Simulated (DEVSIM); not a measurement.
Structure: GaAs n-i-p diode, at 300 K.

| layer (left to right) | material | thickness (μm) | Nd (cm⁻³) | Na (cm⁻³) | τn (s) | τp (s) |
|---|---|---|---|---|---|---|
| 1 | GaAs | 0.360 | 1.9e17 | - | 1.5e-8 | 1.5e-8 |
| 2 | GaAs | 4.20 | - | 1e11 | 1.5e-8 | 1.5e-8 |
| 3 | GaAs | 2.20 | - | 7.2e17 | 1.5e-8 | 1.5e-8 |

Left contact: ohmic. Right contact: ohmic. Voltage is applied to the left contact. Recombination: SRH at mid-gap, radiative. Mobility is μmin + (μ − μmin)/(1 + (N/Nref)^α).

The device is made up for the run: typed textbook-type constants, with dimensions and the other settings drawn at random. Values at 300 K.

| parameter | GaAs |
|---|---|
| gap (eV) | 1.424 |
| affinity (eV) | 4.07 |
| permittivity | 12.9 |
| Nc (cm⁻³) | 4.7e17 |
| Nv (cm⁻³) | 9e18 |
| μn (cm²/Vs) | 8500 |
| μp (cm²/Vs) | 400 |
| μn,min | 500 |
| μp,min | 20 |
| Nref,n | 6e16 |
| Nref,p | 1.5e17 |
| αn | 0.39 |
| αp | 0.38 |
| B (cm³/s) | 2e-10 |

DEVSIM, 1D drift-diffusion, Boltzmann statistics, complete ionisation; no tunnelling, impact ionisation, image-force lowering or self-heating.

The doping Na of layer 3 was swept, all else fixed.

```csv
doping Na of layer 3 (cm^-3),dark forward voltage at 1 A/cm² (V),potential step across the device at zero bias (V),dark forward voltage at 100 A/cm² (V)
2.2e16,0.967,1.245,1.116
7.2e16,0.983,1.276,1.143
2.2e17,0.991,1.305,1.168
7.2e17,0.993,1.335,1.187
2.2e18,0.994,1.364,1.196
```

From the first row to the last the dark forward voltage at 1 A/cm² goes from 0.967 to 0.994. From the first row to the last the potential step across the device at zero bias goes from 1.245 to 1.364.
